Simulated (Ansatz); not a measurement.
Levels about the gap of amorphous Si24O24C12N12 (72 atoms in a cell of 964 Å³, 2.36 g/cm³; zone centre alone, so wide bands show as single levels with stretches between that a denser mesh fills), at the geometry that PBE relaxed, where it gives 0.0 GPa on a denser mesh. The participation number counts the atoms over which a state spreads; weights are charges in smoothed Voronoi cells. The levels come from a single point, so bond lengths are those of that geometry. Method of the levels: r2SCAN, scalar-relativistic without spin-orbit coupling (Ansatz, a first-principles code). Sampling: the zone centre alone; Fermi-Dirac width 0.01 eV; collinear spin, started from moments on atoms (the moments died out).

Preparation: random packing, a CHGNet melt and quench, and a DFT relaxation. O and N atoms were pushed apart under 1.9 Å during the dynamics, to hinder bonds among them. The hot cell started wider than the set density and was brought back towards it in steps. It is the lowest in DFT energy of 2 quenches. It is a model cell: composition and starting density were chosen by hand, and all elements were melted together. No dispersion term was used. Its density started from a set value of 2.35 and ended at 2.36 g/cm³. Cooling (nominally 470 K/ps over its main leg) ran many orders faster than in experiment, which tends to leave more defects and strain. Values belong to this one cell and scatter from quench to quench. Volume and shape were free in the relaxation. On a 2×2×2 Γ-centred mesh force components of up to 0.16 eV/Å stay, since the relaxation ran on the zone centre alone.

```csv
"E - E(highest filled), eV",filling,spin,participation number,largest on,weight C,weight Si,weight N,weight O
-0.94,filled,up,16.9,"N, 2 neighbours",0.25,0.36,0.31,0.08
-0.89,filled,dn,10.7,"N, 2 neighbours",0.24,0.26,0.41,0.10
-0.89,filled,up,10.7,"N, 2 neighbours",0.24,0.26,0.41,0.10
-0.22,filled,up,6.6,"Si, 3 neighbours",0.35,0.41,0.19,0.05
-0.22,filled,dn,6.6,"Si, 3 neighbours",0.35,0.41,0.19,0.05
0.00,filled,up,6.2,"Si, 3 neighbours",0.33,0.41,0.19,0.06
0.00,filled,dn,6.2,"Si, 3 neighbours",0.33,0.41,0.19,0.06
1.06,empty,up,8.8,"C, 3 neighbours",0.43,0.20,0.29,0.08
1.06,empty,dn,8.8,"C, 3 neighbours",0.43,0.20,0.29,0.08
1.29,empty,dn,15.5,"C, 3 neighbours",0.41,0.20,0.32,0.08
1.29,empty,up,15.5,"C, 3 neighbours",0.41,0.20,0.32,0.08
1.40,empty,dn,12.8,"C, 3 neighbours",0.38,0.22,0.32,0.09
1.40,empty,up,12.8,"C, 3 neighbours",0.38,0.22,0.32,0.09
1.70,empty,up,16.5,"Si, 4 neighbours",0.39,0.36,0.16,0.09
```

Most localised among these is the filled level at +0.00 eV, on a Si atom, which has 3 neighbours (N 1.85 Å, N 1.90 Å, N 1.99 Å).
